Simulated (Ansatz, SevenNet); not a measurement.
For fluorite HfO2 (high-temperature phase), the machine-learned potential SevenNet-0 (trained on PBE and PBE+U data) gives:

* **lattice parameter a**: 5.075 Å
* **elastic constant C11**: 482 GPa
* **elastic constant C44**: 72.2 GPa
* **polycrystal shear modulus**: 106 GPa

### Question
What does r²SCAN (Ansatz, a program for electronic structure, plane waves, PAW) give for the same quantities?

### Answer

- lattice constant a: 5.058 Å (shrinks by 0.3 %)
- elastic constant C11: 599 GPa (goes up by 24 %)
- elastic constant C44: 74.1 GPa (grows by 2.6 %)
- Voigt–Reuss–Hill shear modulus: 123 GPa (goes up by 16 %)

Changes are worked out from the printed values.

Unless a cell is named, each level is at its own relaxed cell (SevenNet-0 10.89, r²SCAN 10.79 Å³/atom).

Levels without +SOC leave out spin–orbit coupling, which shifts energies and cells of such heavy elements.

Caveats: symmetry holds this phase in the static calculation, where it need not be a minimum (r²SCAN). Ansatz's density-functional and Hartree–Fock values are scalar-relativistic unless marked +SOC, with PAW data made under PBE.
